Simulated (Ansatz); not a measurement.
The starting structures come from a database of crystals and need not be the phases stable at ambient conditions.

The decay constant κ of evanescent states in the gap governs leakage through a thin film.

```xyz
2
Lattice="4.1147 0.0000 0.0000 0.0000 4.1147 0.0000 2.0574 2.0574 2.9689" Properties=species:S:1:pos:R:3 pbc="T T T"
Mg     0.0000     0.0000     0.0000
Se     4.1147     2.0574     1.4845
```

Space group of this cell: I-4m2. The cell is strained (lengths across the current scaled by 0.98, ions clamped); by r2SCAN its mean pressure is 2.4 GPa.

Transport runs along the normal of the first two printed cell vectors, the (001) (indices of the unstrained crystal) plane of the conventional cell.

The gap is the functional's own. No spin-orbit coupling. Mid-gap values are interpolated on the energy grid.

Q: Give the band gap and the smallest decay constant κ at mid-gap that r2SCAN run with Ansatz (a quantum-chemistry and plane-wave program) yields.

A: Gap 3.53 eV on a 10×10×10 mesh; κ = 0.233 1/Å, at the zone centre.
